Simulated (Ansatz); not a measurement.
Start from HfN in the rock salt structure (space group Fm-3m, No. 225; relaxed with 0.1 eV smearing).

```yaml
crystal:
  lattice:
    - [0.00000, 2.23415, 2.23415]
    - [2.23415, 0.00000, 2.23415]
    - [2.23415, 2.23415, 0.00000]
  atoms:
    - { symbol: Hf, position: [0.00000, 0.00000, 0.00000] }
    - { symbol: N, position: [0.50000, 0.50000, 0.50000] }
```

All numbers come from LDA (Ansatz, a program for electronic structure, PAW, no SOC).

For the base:

- Pressure: 0.0 GPa

The change: every lattice vector is stretched by 2.50 %; the atoms relax in the strained cell.

What does the calculation give for the energy relative to the base and pressure after the change?

The energy goes up by 54 meV/atom; the pressure goes from zero to -19.1 GPa.

No phonon test of stability was made. All final runs are without spin polarisation. An odd electron count without spin: HfN.
